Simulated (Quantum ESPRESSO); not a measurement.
Worked example: self-consistent single point of Mn3Si (I4mm, 4 atoms in the cell) in Quantum ESPRESSO.

Method of the run: LDA (PZ), GBRV 1.5 ultrasoft (LDA) pseudopotentials (plane waves; Quantum ESPRESSO).

```yaml
crystal:
  lattice:
    - [0.00000, 2.83039, 2.83039]
    - [2.83039, 0.00000, 2.83039]
    - [2.83039, 2.83039, 0.00000]
  atoms:
    - { symbol: Mn, position: [0.25000, 0.25000, 0.25000], spin: 4.0 }
    - { symbol: Mn, position: [0.75000, 0.75000, 0.75000], spin: 4.0 }
    - { symbol: Mn, position: [0.50883, 0.50883, 0.49117], spin: 4.0 }
    - { symbol: Si, position: [0.00000, 0.00000, 0.00000] }
```
(The spins are starting values, not results.)

Reference input (self-consistent single point, DFT, LDA (PZ), plane waves, GBRV 1.5 ultrasoft (LDA) pseudopotentials): ecutwfc = 50 Ry; ecutrho = 400 Ry; occupations = smearing; smearing = gaussian; degauss = 0.0073499 Ry; nspin = 2; potentials = {Mn: mn_lda_v1.5.uspp.F.UPF, Si: si_lda_v1.uspp.F.UPF}; K_POINTS = automatic 5 5 5 0 0 0; conv_thr = 1e-11 Ry; mixing_beta = 0.3. This run's input differs from it in these lines:

```diff
@@ -16,3 +16,3 @@
     smearing = 'gaussian'
-    degauss = 0.0073499
+    degauss = 0.02205
     nspin = 2
```

Output (repeated stretches shortened):

```
     Self-consistent Calculation

     iteration #  1     ecut=    50.00 Ry     beta= 0.30

     total energy              =    -642.34249122 Ry
     estimated scf accuracy    <       4.22242396 Ry

     total magnetization       =     4.91 Bohr mag/cell
     absolute magnetization    =     5.15 Bohr mag/cell

     iteration #  2     ecut=    50.00 Ry     beta= 0.30

     total energy              =    -642.93979978 Ry
     estimated scf accuracy    <       0.87278201 Ry

     total magnetization       =     6.41 Bohr mag/cell
     absolute magnetization    =     6.69 Bohr mag/cell

     iteration #  3     ecut=    50.00 Ry     beta= 0.30

   [... lines left out ...]

     iteration # 34     ecut=    50.00 Ry     beta= 0.30

     total energy              =    -643.31061160 Ry
     estimated scf accuracy    <          1.7E-11 Ry

     total magnetization       =     1.25 Bohr mag/cell
     absolute magnetization    =     3.17 Bohr mag/cell

     iteration # 35     ecut=    50.00 Ry     beta= 0.30

     Magnetic moment per site  (integrated on atomic sphere of radius R)
     atom   1 (R=0.250)  charge= 13.3070  magn= -0.4459
     atom   2 (R=0.250)  charge= 13.3070  magn= -0.4459
     atom   3 (R=0.250)  charge= 13.2350  magn=  2.0673
     atom   4 (R=0.253)  charge=  2.1132  magn=  0.0232
     End of self-consistent calculation

     the Fermi energy is    17.3856 ev

!    total energy              =    -643.31061160 Ry
     estimated scf accuracy    <          1.9E-12 Ry
     smearing contrib. (-TS)   =      -0.01373091 Ry
     internal energy E=F+TS    =    -643.29688069 Ry

     total magnetization       =     1.25 Bohr mag/cell
     absolute magnetization    =     3.17 Bohr mag/cell

     convergence has been achieved in  35 iterations

     Forces acting on atoms (cartesian axes, Ry/au):

     atom    1 type  1   force =     0.00000000    0.00000000    0.00325794
     atom    2 type  1   force =     0.00000000   -0.00000000    0.00325794
     atom    3 type  1   force =    -0.00000000    0.00000000   -0.00904491
     atom    4 type  2   force =    -0.00000000    0.00000000    0.00252902

     Total force =     0.010461     Total SCF correction =     0.000000

          total   stress  (Ry/bohr**3)                   (kbar)     P=     -192.94
  -0.00131106   0.00000000  -0.00000000         -192.86        0.00       -0.00
  -0.00000000  -0.00131106  -0.00000000           -0.00     -192.86       -0.00
  -0.00000000  -0.00000000  -0.00131263           -0.00       -0.00     -193.09

   JOB DONE.
```

The run converged in 35 iterations. Against the reference run the free energy goes down by 20.5 meV/atom, the pressure goes from -18.49 to -19.29 GPa, the largest force goes from 0.224 to 0.233 eV/Å and the size of the net moment goes from 0.27 to 0.31 μB/atom.

The starting cell comes from a database of computed structures (which also holds hypothetical and non-ambient phases and stackings), without a prior relaxation at this level. Its lattice was rescaled by up to half a per cent. One atom was moved a little off its site on purpose. The magnetic order is the one reached from the typed start; others were not searched systematically. With a pressure of about -19 GPa the cell is away from its equilibrium volume at this level.

Cost on one core of a shared machine: roughly 2 min.
